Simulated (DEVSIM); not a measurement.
Structure: Schottky contact on p-type Si, at 250 K.

| layer (left to right) | material | thickness (μm) | Na (cm⁻³) | τn (s) | τp (s) |
|---|---|---|---|---|---|
| 1 | Si | 6.80 | 1.2e15 | 0.0005 | 0.0005 |
| 2 | Si | 12.0 | 1.6e18 | 0.0005 | 0.0005 |

Left contact: Schottky, work function 4.644 eV, emission velocity 3.1e6 cm/s. Right contact: ohmic. Voltage is applied to the left contact. Recombination: SRH at mid-gap, Auger. Mobility is constant in doping.

The device is made up for the run: typed textbook-type constants, with dimensions and the other settings drawn at random. Values at 300 K; Nc and Nv go as T^1.5, mobilities as T to minus their exponent, the gap by Varshni's rule with the affinity fixed.

| parameter | Si |
|---|---|
| gap (eV) | 1.124 |
| affinity (eV) | 4.05 |
| permittivity | 11.7 |
| Nc (cm⁻³) | 2.86e19 |
| Nv (cm⁻³) | 3.1e19 |
| μn (cm²/Vs) | 1417 |
| μp (cm²/Vs) | 470 |
| T exponent of μn | 2.3 |
| T exponent of μp | 2.2 |
| Cn (cm⁶/s) | 2.8e-31 |
| Cp (cm⁶/s) | 9.9e-32 |
| Varshni α (eV/K) | 0.000473 |
| Varshni β (K) | 636 |

Model (solved in DEVSIM): 1D drift-diffusion, Boltzmann statistics, complete ionisation; no tunnelling, impact ionisation, image-force lowering or self-heating. Metal contacts follow the ideal Schottky-Mott rule: no Fermi-level pinning, no interface dipoles.

Question: Give the dark forward current.

Answer: 
```
V (V)  J (A/cm²)
-----  ---------
-0.05   -0.00086
-0.10    -0.0092
-0.20      -0.71
-0.25       -3.5
-0.35        -16
-0.40        -25
-0.50        -43
-0.55        -52
-0.65        -71
-0.70        -81
-0.75        -90
-0.85       -110
-0.90       -120
-1.00       -140
-1.05       -150
-1.15       -170
-1.20       -180
-1.30       -200
-1.35       -210
-1.40       -220
-1.50       -240
-1.55       -250
-1.65       -270
-1.70       -280
-1.80       -300
-1.85       -310
-1.95       -330
-2.00       -340
```
